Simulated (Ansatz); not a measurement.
rutile IrO2 (1 1 0) on silicon (1 1 0) (film strained to the substrate, faces as cut)

A periodic stack without vacuum, rutile IrO2 (1 1 0) on silicon (1 1 0) (film strained to the substrate, faces as cut): substrate slab Si48, film Ir18O36, surface cells [[-1, 2], [-1, -1]] and [[3, 0], [0, 1]], film strained by -0.7 and +4.6 %, faces Si/Si and O/O as cut (like faces can put a slab off its formula).

The start was prepared with a machine-learned potential, and the result is one local minimum, with the in-plane cell held and forces under 0.04 eV/Å; the film can end far from its bulk form.

Method: PBE (plane waves to 420 eV, PAW; Ansatz, a first-principles code). Spin–orbit coupling is left out; the runs are not spin-polarised; PBE gaps are too small against experiment. Its k-point mesh 3×4×1, Fermi–Dirac width 0.05 eV.

* **interface area**: 63.5 Å²
* **period**: 24.88 Å
* **gaps between the outermost planes at the two interfaces**: 0.81 and 1.06 Å
* **Ir–Si contacts across the interfaces within 1.22 times the sum of covalent radii**: 11, mean 2.66 Å
* **O–Si contacts across the interfaces within 1.22 times the sum of covalent radii**: 7, mean 1.74 Å
* **hole barrier (PBE, at the middle of a substrate layer that carries a field)**: 0.07 eV
* **electron barrier (PBE, at the middle of a substrate layer that carries a field)**: 0.54 eV
* **slope of the mean potential energy in the substrate**: -1.4 MV/cm × e

```xyz
102
Lattice="9.4721 -0.0005 -0.2925 -0.0008 6.6992 -0.0518 1.0560 -2.6130 24.8817" Properties=species:S:1:pos:R:3 pbc="T T T"
Si     2.1499     1.3658     2.5697
Si     5.3762     5.5979     2.3944
Si     8.5135     3.7204     2.1717
Si     3.0211     5.8563     2.4199
Si     6.1777     3.3759     2.3701
Si     9.2604     1.4532     2.3107
Si     5.2371     1.9358     0.7112
Si     8.3502     0.4860     0.3510
Si     2.2133     4.8568     0.4550
Si     6.0553    -0.3090     0.3590
Si     9.3164     4.9940     0.2572
Si     2.9280     2.5902     0.7358
Si     8.6446     3.6229     6.1498
Si     2.3274     1.3853     6.3638
Si     5.4680    -0.9542     6.2509
Si     9.4315     1.3865     6.1679
Si     3.1013    -0.8539     6.3191
Si     6.2793     3.5240     6.2089
Si     2.2562     4.7302     4.3589
Si     5.4270     2.3474     4.3430
Si     8.5649     0.2801     4.2566
Si     3.0550     2.5000     4.4166
Si     6.2136     0.1215     4.3002
Si     9.3618     4.7479     4.1507
Si     5.6002    -0.9488    10.0608
Si     8.7731     3.6423    10.1166
Si     2.4287     1.4397    10.1860
Si     6.4101     3.5364    10.0554
Si     9.5570     1.4040    10.0444
Si     3.2234    -0.7859    10.1646
Si     8.6899     0.2697     8.1365
Si     2.3782     4.7539     8.2347
Si     5.5529     2.4236     8.1619
Si     9.4861     4.7355     8.0952
Si     3.1852     2.5271     8.2426
Si     6.3230     0.1890     8.1281
Si     2.7779     1.7315    14.1277
Si     5.8229    -1.1562    13.7024
Si     8.6118     3.5872    14.1241
Si     3.5449    -0.4900    13.7569
Si     6.3344     3.2044    13.8951
Si     9.9472     1.1052    14.1455
Si     5.5834     2.3220    11.9024
Si     8.8792     0.3545    12.0647
Si     2.4729     4.8646    12.0843
Si     6.5326     0.1576    11.9028
Si     9.5897     4.7505    12.1139
Si     3.2507     2.6372    12.0365
Ir     9.5953     2.5806    16.0970
Ir     3.2561     2.5699    16.3600
Ir     6.3715     2.6627    16.2141
Ir     1.6918    -0.7840    16.6090
Ir     4.8652    -0.7431    16.5283
Ir     8.0331    -0.5485    16.3467
O      9.6132    -0.6780    17.5467
O      3.3201    -0.8330    17.7857
O      6.5100    -0.7097    17.6388
O      1.6999     3.8673    16.3806
O      4.8238     3.9172    16.3555
O      8.0820     4.0726    15.8587
O      1.7104     1.2691    16.7039
O      4.8400     1.3184    16.4642
O      7.9465     1.4155    16.3165
O      9.6185    -0.4060    14.9741
O      3.2321    -0.9651    15.3475
O      6.3733    -0.4837    15.1578
Ir     9.6959    -0.6690    19.5074
Ir     3.3763    -0.6793    19.7174
Ir     6.5529    -0.6511    19.5952
Ir     1.8122     2.6725    19.6965
Ir     4.9715     2.6930    19.6265
Ir     8.1180     2.6899    19.5127
O      9.7445     2.7340    20.6572
O      3.4276     2.7053    20.8660
O      6.5850     2.6485    20.7968
O      1.8049     0.6264    19.7241
O      4.9532     0.6334    19.6222
O      8.1309     0.6447    19.5271
O      1.7982     4.7277    19.7103
O      4.9802     4.7395    19.6427
O      8.1173     4.7404    19.5092
O      9.6553     2.7166    18.2046
O      3.3632     2.7235    18.4602
O      6.5048     2.6776    18.3656
Ir     9.8343     2.6764    22.8115
Ir     3.5068     2.7086    22.9974
Ir     6.6747     2.8091    22.9399
Ir     1.8931    -0.7199    22.9529
Ir     5.0604    -0.5748    22.7933
Ir     8.2316    -0.5788    22.7247
O      9.7882    -0.8746    24.0793
O      3.5321    -0.7508    24.1496
O      6.6781    -0.3170    23.9808
O      1.9337     3.9680    22.9789
O      5.0726     4.0646    22.8649
O      8.2519     4.0572    22.7051
O      1.9148     1.3522    22.9248
O      5.0822     1.4745    22.9207
O      8.2406     1.4612    22.8426
O      9.7712    -0.6807    21.4738
O      3.4255    -0.6353    21.6689
O      6.6114    -0.5409    21.5384
```
